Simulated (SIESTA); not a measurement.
# One base run on MgCr₄S₈ (R-3m, 13 atoms in the cell) and variants with one or two settings moved

```yaml
crystal:
  lattice:
    - [3.47917, 2.00870, 5.70818]
    - [-3.47917, 2.00870, 5.70818]
    - [0.00000, -4.01740, 5.70818]
  atoms:
    - { symbol: Mg, position: [0.00000, 0.00000, 0.00000] }
    - { symbol: Cr, position: [0.50000, 0.50000, 0.50000], spin: 3.0 }
    - { symbol: Cr, position: [0.50000, 0.00000, 0.50000], spin: 3.0 }
    - { symbol: Cr, position: [0.50000, 0.50000, 0.00000], spin: 3.0 }
    - { symbol: Cr, position: [0.00000, 0.50000, 0.50000], spin: 3.0 }
    - { symbol: S, position: [0.72803, 0.25769, 0.25769] }
    - { symbol: S, position: [0.27197, 0.74231, 0.74231] }
    - { symbol: S, position: [0.25769, 0.72803, 0.25769] }
    - { symbol: S, position: [0.74231, 0.27197, 0.74231] }
    - { symbol: S, position: [0.25769, 0.25769, 0.72803] }
    - { symbol: S, position: [0.74231, 0.74231, 0.27197] }
    - { symbol: S, position: [0.25848, 0.25848, 0.25848] }
    - { symbol: S, position: [0.74152, 0.74152, 0.74152] }
```
(The spins are starting values, not results.)

Base run A: LDA PW92, numerical atomic orbitals DZP, PseudoDojo LDA standard norm-conserving potentials (rewritten from UPF to PSML) (SIESTA 5.4.2), self-consistent single point.

Its settings: XC.functional = LDA; XC.authors = PW92; potentials = PseudoDojo LDA standard; PAO.BasisSize = DZP; PAO.EnergyShift = 0.005 Ry; MeshCutoff = 350 Ry; kgrid.MonkhorstPack = 5 5 5 shifted by 0.5 0.5 0.5; OccupationFunction = MP; OccupationMPOrder = 1; ElectronicTemperature = 136 meV; Spin = polarized; MaxSCFIterations = 150; SCF.Mixer.Method = Broyden; SCF.Mixer.Weight = 0.1; SCF.Mixer.History = 6; SCF.DM.Tolerance = 1.0E-05.

The starting cell comes from a database of computed structures (which also holds hypothetical and non-ambient phases and stackings), without a prior relaxation at this level. The magnetic order is the one reached from the typed start; others were not searched systematically. Values carry the incompleteness of an atom-centred basis. In the base run, with a pressure of about -7 GPa the cell is away from its equilibrium volume at this level.

ΔF is the free energy per atom less that of run A. A dash stands where there is no value to compare (another energy zero or no entropy term, no result, no spin, no clean gap, or a mesh too coarse for one). Absolute energies have different zeros for different potentials, functionals, Hubbard and dispersion terms and are not compared across them.

Run A gave: pressure (GPa) -6.66; largest force (eV/Å) 0.430; size of the net moment (μB/atom) 0.77; k-points 75; ending converged.

Runs:
- B: lattice scaled by 1.03; MeshCutoff: 350 Ry → 210 Ry
- C: kgrid.MonkhorstPack: 5 5 5 shifted by 0.5 0.5 0.5 → 6 6 6 shifted by 0.5 0.5 0.5; ElectronicTemperature: 136 meV → 100 meV
- D: kgrid.MonkhorstPack: 5 5 5 shifted by 0.5 0.5 0.5 → 1 1 1 shifted by 0.5 0.5 0.5
- E: DFTU.ProjectorGenerationMethod: default → 2; DFTU.CutoffNorm: default → 0.9; DFTU.FirstIteration: default → true; DFTU.proj: default → [Cr 1, n=3 2, 6.00 0.00, 0.00 0.00] [LDA PW92+U]
- F: PAO.SplitNorm: default → 0.1
- G: SCF.DM.Tolerance: 1.0E-05 → 1.0E-02
- H: MeshCutoff: 350 Ry → 75 Ry
- I: MaxSCFIterations: 150 → 300; SCF.Mixer.Weight: 0.1 → 0.05

Problem. What does run F change against A?

Solution. The free energy falls by 12.0 meV/atom, the pressure goes from -6.66 to -7.07 GPa, the largest force goes from 0.430 to 0.520 eV/Å and the size of the net moment stays at 0.77 μB/atom.

Problem. What does run B change against A?

Solution. The free energy rises by 103 meV/atom, the pressure goes from -6.66 to -12.13 GPa, the largest force goes from 0.430 to 1.018 eV/Å and the size of the net moment stays at 0.77 μB/atom.

Problem. What does run H change against A?

Solution. The free energy drops by 151 meV/atom, the pressure goes from -6.66 to -1.20 GPa, the largest force goes from 0.430 to 0.412 eV/Å and the size of the net moment stays at 0.77 μB/atom.

```csv
run,ΔF (meV/atom),pressure (GPa),largest force (eV/Å),size of the net moment (μB/atom),k-points,ending
A,0.00,-6.66,0.430,0.77,75,converged
B,102.8,-12.13,1.018,0.77,75,converged
C,-0.05,-6.65,0.429,0.77,108,converged
D,–,–,–,–,1,not converged
E,–,1.54,0.552,0.82,75,converged
F,-12.0,-7.07,0.520,0.77,75,converged
G,0.00,-6.66,0.430,0.77,75,converged
H,-150.6,-1.20,0.412,0.77,75,converged
I,0.00,-6.66,0.430,0.77,75,converged
```
